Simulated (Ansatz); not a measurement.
BiVO4 (I4₁/amd, No. 141, 12 atoms in the cell; start mp-545850; a measured phase of this formula has another space group), treated with PBEsol (plane waves, PAW; Ansatz, a first-principles code).

Settings: plane-wave cutoff 520 eV, 8×8×8 k mesh, Fermi–Dirac smearing 0.01 eV, no spin polarisation, scalar-relativistic PAW data made under PBE.

Cell (relaxed at this level):

```cif
data_Bi4O16V4
_chemical_formula_sum 'V4 Bi4 O16'
_space_group_name_H-M_alt 'I41/amd :1'
_space_group_IT_number 141
_space_group_name_Hall 'I 4bw 2bw -1bw'
_cell_length_a 7.30413
_cell_length_b 7.30413
_cell_length_c 6.40430
_cell_angle_alpha 90.000
_cell_angle_beta 90.000
_cell_angle_gamma 90.000
loop_
_atom_site_label
_atom_site_type_symbol
_atom_site_symmetry_multiplicity
_atom_site_Wyckoff_symbol
_atom_site_fract_x
_atom_site_fract_y
_atom_site_fract_z
_atom_site_occupancy
V1 V 4 b 0.00000 0.00000 0.50000 1
Bi1 Bi 4 a 0.00000 0.00000 0.00000 1
O1 O 16 h 0.31886 0.00000 0.07997 1
```
(The calculation used a cell of 12 atoms; values per cell refer to that cell.)

Problem. What does this level give for the band gap and direct gap at Γ?

Solution. 
- band gap = 2.55 eV
- direct gap at Γ = 3.50 eV

Spin–orbit coupling is not included; with these elements it can move the gap by several tenths of an eV or more.

Static lattice: no zero-point or thermal effects.

It cost very roughly 50 core-seconds of CPU time.

A start named mp-… is a Materials Project structure, which need not be a measured phase.
